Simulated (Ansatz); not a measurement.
# Pb: strain along the normal

Pb (fcc, Fm-3m, 30.031 Å³/atom at rest) under an equal strain ε in the (001) plane with the normal axis free, as in a coherent film. PBEsol in Ansatz, a plane-wave DFT program (PAW, default set), 420 eV, 23×23×23 Γ-centred mesh, Fermi-Dirac smearing 0.10 eV; ions are relaxed within the symmetry of each cell.

Here s stands for strain and y for normal strain.

| strain (%) | normal strain (%) |
|---|---|
| -3.00 | ? |
| -1.50 | 2.33 |
| -1.00 | 1.51 |
| -0.50 | 0.74 |
| 0.00 | 0.00 |
| 0.50 | -0.75 |
| 1.00 | -1.50 |
| 1.50 | -2.25 |

Taking a straight line for y over the 7 complete rows: Means: s 0, y 0.011. About the means, the sum of products is -10.625 and the sum of squares of s is 7.0000; the slope is their ratio. Least squares gives y = 0.011 - 1.5179·s. Residuals (row less fit): 0.042, -0.019, -0.030, -0.011, -0.002, 0.007, 0.016; standard error 0.026 (degrees of freedom: 5). The slope, -1.52 ± 0.01, is the elastic response of the normal axis, −2C12/C11 for this plane.

### Question
What does the fit predict for y at s = -3.00, and how far is the calculated value from it?

### Answer
y = 0.011 - 1.5179 × (-3.0) = 4.565%. The calculation gives 4.71%, 0.145% above the prediction (2.1 % of the range of y in the table). The row lies outside the fitted rows, so this is an extrapolation. From the scatter of the fitted rows alone, a prediction at this place has a standard error of 0.041%, so the miss is 3.5 times that.

One order more doesn't follow all runs of the series either: the slope changes along it. In a metal these values are sensitive to mesh and smearing; energies are taken to zero smearing, stresses follow the free energy. Rows are the converged runs of the series near zero and its far end; series whose fitted rows scatter by over a few per cent of the range, as at a crossing or softening among them, aren't shown in this form. Most that stay on the fit to the last digits aren't either.
